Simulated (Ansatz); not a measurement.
The reference is PbSe in the rock salt structure (space group Fm-3m, No. 225; a = 6.218 Å).

Calculations: Kohn–Sham DFT with the PBE functional, run in Ansatz (a first-principles code) with PAW and 420 eV plane waves, spin-orbit coupling left out.

Strains are applied to the cell and any free atomic positions relax.

One change was made to it. Results:

```json
[
 {"quantity": "band gap", "base": "0.43 eV", "after": "0.66 eV"},
 {"quantity": "energy relative to the base (free energy F)", "base": "0 meV/atom", "after": "+32 meV/atom"},
 {"quantity": "hole mass", "base": "0.18 mₑ along k, 0.11 mₑ across (at L)", "after": "0.30 mₑ along k, 0.15 mₑ across (at L)"},
 {"quantity": "pressure", "base": "-0.01 GPa", "after": "-3.40 GPa"}
]
```

**Question.** What was done to the base?
A. isotropic strain +0.50 %
B. isotropic strain +1.00 %
C. isotropic strain +2.00 %
D. isotropic strain +3.00 %
E. isotropic strain +2.50 %

**Answer.** D, isotropic strain +3.00 %. For comparison, the energy relative to the base in the other runs: isotropic strain +0.50 % gives +1.0 meV/atom; isotropic strain +2.00 % gives +15 meV/atom; isotropic strain +2.50 % gives +23 meV/atom; isotropic strain +1.00 % gives +3.8 meV/atom.

With Pb present, leaving out spin-orbit coupling can change the band edges. Masses are band curvatures over ±0.01 Å⁻¹ around the edge. Along k means along the line from Γ to the band edge. Stability against distortions was not tested.
